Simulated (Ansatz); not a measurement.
For WGe2 (model structure, from the AlB2 type, P6/mmm, No. 191), PBE (Ansatz, a first-principles code, PAW) gives:

- lattice parameter a: 4.636 Å
- c axis length: 2.657 Å
- formation enthalpy: 0.630 eV/atom

What does PBE-D3(BJ) in Ansatz (PAW) give for the same quantities?


- lattice constant a: 4.574 Å (drops by 1.3 %)
- lattice parameter c: 2.636 Å (shrinks by 0.8 %)
- formation enthalpy: 0.556 eV/atom (drops by 0.074 eV/atom)

Changes are worked out from the printed values.

Unless a cell is named, each level is at its own relaxed cell (PBE 16.49, PBE-D3(BJ) 15.92 Å³/atom).

Levels without +SOC leave out spin–orbit coupling, which shifts energies and cells of such heavy elements.

Ansatz's density-functional and Hartree–Fock values are scalar-relativistic unless marked +SOC, with PAW data made under PBE.

A model structure was made by putting elements into a prototype or built by hand; it is no filed structure, need not be a known phase, and can be a saddle point held by its symmetry.
